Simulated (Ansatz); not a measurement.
## Effect of isotropic strain +2.40 % on PbO2

Base system: PbO₂ in the rutile structure (space group P4_2/mnm, No. 136; a = 5.082 Å, c = 3.444 Å).

The change: the cell is scaled by 1.0240 in all directions, atoms relaxed at fixed cell.

Calculations: PBE/PAW in Ansatz (an electronic-structure program), no SOC. Settings: 9×9×14 k-points, 0.05 eV Fermi–Dirac smearing.

| quantity | base | changed | shift |
|---|---|---|---|
| volume per atom | 14.82 Å³ | 15.91 Å³ | +1.09 Å³ |
| shortest interatomic distance | 220.7 pm | 225.0 pm | +4.37 pm |
| energy relative to the base (free energy F) | 0 meV/atom | +26 meV/atom | +26 meV/atom |
| band gap | zero | zero | – |
| largest internal atomic displacement | – | 0.015 Å | – |

Final structure:

```
PbO2
1.0
    5.20359     0.00000     0.00000
    0.00000     5.20359     0.00000
    0.00000     0.00000     3.52629
Pb O
2 4
Direct
  0.00000   0.00000   0.00000
  0.50000   0.50000   0.50000
  0.30998   0.30998   0.00000
  0.80998   0.19002   0.50000
  0.19002   0.80998   0.50000
  0.69002   0.69002   0.00000
```

With Pb present, leaving out spin-orbit coupling can change the band edges. No phonon test of stability was made. All final runs are without spin polarisation. The zero or small gap of PbO2 can change with the level of theory.
